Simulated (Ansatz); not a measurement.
A computed series for ZnSe: response to strain

The reference is ZnSe in the zinc blende structure (space group F-43m, No. 216; a = 5.633 Å).

Strains are applied to the cell and any free atomic positions relax.

Computed with PBEsol, PAW, 420 eV (Ansatz, a program for electronic structure; scalar-relativistic without spin-orbit coupling).

Candidates:
(a) isotropic strain +1.00 %
(b) isotropic strain −0.50 %
(c) isotropic strain +0.50 %
(d) isotropic strain −3.00 %

Base values:

The band gap is 1.24 eV.

### Question
Order them by band gap, highest first.

### Answer
(d) isotropic strain −3.00 % (1.61 eV), (b) isotropic strain −0.50 % (1.30 eV), (c) isotropic strain +0.50 % (1.18 eV), (a) isotropic strain +1.00 % (1.12 eV)

Whether these cells are dynamically stable was not tested.
